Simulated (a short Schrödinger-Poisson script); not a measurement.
Stack: gated Al0.33Ga0.67As/GaAs δ-doped gas, at 20 K.

```csv
layer,material,thickness (nm),Na (cm⁻³)
1,Al0.33Ga0.67As,10,-
2,Al0.33Ga0.67As,5,-
3,GaAs,6000,1e14
```

The device is made up for the run: typed textbook-type constants, with dimensions and the other settings drawn at random. Al0.33Ga0.67As: permittivity 11.96, conduction-band edge (eV) 0.261, gap (eV) 1.836, electron mass (mₑ) 0.0944, Nv at 300 K (cm⁻³) 9e18. GaAs: permittivity 12.9, conduction-band edge (eV) 0, gap (eV) 1.424, Nv at 300 K (cm⁻³) 9e18.

Channel valleys (confinement mass, in-plane density-of-states mass, number): Γ 0.067, 0.067, 1. At the gate the conduction-band edge of layer 1 lies 1.01 eV − eVg above the Fermi level of the channel; the field vanishes at the back. Sheet of ionised δ-doping: +2.9e12 e/cm² at 10 nm from the gate. The barrier under the gate holds no holes. Gaps are held at their typed values at every temperature. Mesh 0.08 nm at interfaces.

Solved with a short Schrödinger-Poisson script written for these runs: 1D Poisson equation in equilibrium, electrons quantum, Hartree (BenDaniel-Duke, 40 states a valley, the channel's in-plane mass for all, wave functions free to enter the barrier), parabolic valleys, classical holes, full ionisation, no traps, pinning or gate leakage.

The same stack at other levels of the model or other numerical settings:

```json
[
 {"run": "base", "sheet density of all electrons at Vg = 0.5 V (cm⁻²)": "4.92e11", "capacitance at Vg = 0.5 V (μF/cm²)": "0.512", "centroid of the channel electrons at Vg = 0.5 V (nm)": "7.50", "gate voltage at 1e11 electrons/cm² (V)": "0.38", "rough cost against the base": "about 1"},
 {"run": "electrons treated as classical, Boltzmann", "sheet density of all electrons at Vg = 0.5 V (cm⁻²)": "(withheld)", "capacitance at Vg = 0.5 V (μF/cm²)": "0.690", "centroid of the channel electrons at Vg = 0.5 V (nm)": "0.79", "gate voltage at 1e11 electrons/cm² (V)": "0.35", "rough cost against the base": "0.04"},
 {"run": "electrons treated as classical, Fermi-Dirac", "sheet density of all electrons at Vg = 0.5 V (cm⁻²)": "5.41e11", "capacitance at Vg = 0.5 V (μF/cm²)": "0.525", "centroid of the channel electrons at Vg = 0.5 V (nm)": "5.32", "gate voltage at 1e11 electrons/cm² (V)": "0.37", "rough cost against the base": "0.2"},
 {"run": "electrons treated as quantum, Hartree plus LDA exchange-correlation", "sheet density of all electrons at Vg = 0.5 V (cm⁻²)": "(withheld)", "capacitance at Vg = 0.5 V (μF/cm²)": "0.523", "centroid of the channel electrons at Vg = 0.5 V (nm)": "6.95", "gate voltage at 1e11 electrons/cm² (V)": "0.37", "rough cost against the base": "about 1"},
 {"run": "mesh six times as coarse", "sheet density of all electrons at Vg = 0.5 V (cm⁻²)": "4.91e11", "capacitance at Vg = 0.5 V (μF/cm²)": "0.511", "centroid of the channel electrons at Vg = 0.5 V (nm)": "7.49", "gate voltage at 1e11 electrons/cm² (V)": "0.38", "rough cost against the base": "0.3"},
 {"run": "one subband a valley", "sheet density of all electrons at Vg = 0.5 V (cm⁻²)": "4.91e11", "capacitance at Vg = 0.5 V (μF/cm²)": "0.508", "centroid of the channel electrons at Vg = 0.5 V (nm)": "(withheld)", "gate voltage at 1e11 electrons/cm² (V)": "0.38", "rough cost against the base": "0.3"}
]
```

**Question.** Fill in the missing entries.

**Answer.** 
- electrons treated as classical, Boltzmann, sheet density of all electrons at Vg = 0.5 V (cm⁻²): 7.28e11
- one subband a valley, centroid of the channel electrons at Vg = 0.5 V (nm): 7.26
- electrons treated as quantum, Hartree plus LDA exchange-correlation, sheet density of all electrons at Vg = 0.5 V (cm⁻²): 5.19e11

The classical rows ignore confinement, and Boltzmann statistics overrate the density once the band edge passes the Fermi level.
